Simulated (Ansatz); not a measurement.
**AlN, pressure series**

The parent structure is AlN in the rock salt structure (space group Fm-3m, No. 225; a = 4.045 Å; a model cell, its experimental status unchecked).

Cell and atoms are relaxed at each pressure.

Level of theory: PBEsol (Ansatz, a program for electronic structure), scalar-relativistic without spin-orbit coupling.

Notes on the quantities. enthalpy: H = E + PV relative to the base's energy.

```tsv
variant	smallest direct gap	band gap	enthalpy	shortest interatomic distance
base	5.63 eV	4.55 eV	–	3.822 bohr
pressure −2 GPa	5.52 eV	4.47 eV	-0.10 eV/atom	3.832 bohr
pressure −1 GPa	5.57 eV	4.51 eV	-0.05 eV/atom	3.827 bohr
pressure 0.3 GPa	5.64 eV	4.56 eV	+0.02 eV/atom	3.821 bohr
pressure 0.7 GPa	5.67 eV	4.57 eV	+0.04 eV/atom	3.819 bohr
pressure 1.5 GPa	5.71 eV	4.60 eV	+0.08 eV/atom	3.815 bohr
pressure 3 GPa	5.79 eV	4.65 eV	+0.15 eV/atom	3.808 bohr
pressure 5 GPa	5.89 eV	4.72 eV	+0.26 eV/atom	3.799 bohr
pressure 7.5 GPa	6.02 eV	4.81 eV	+0.38 eV/atom	3.788 bohr
pressure 10 GPa	6.14 eV	4.89 eV	+0.51 eV/atom	3.777 bohr
```

Load acts through the strain it causes; cell and atoms are relaxed under it. Whether these cells are dynamically stable was not tested. No other phases were tried under pressure. The base started in P3_121 and relaxed to Fm-3m at this level. This is not the structure that AlN has at room temperature and ambient pressure.
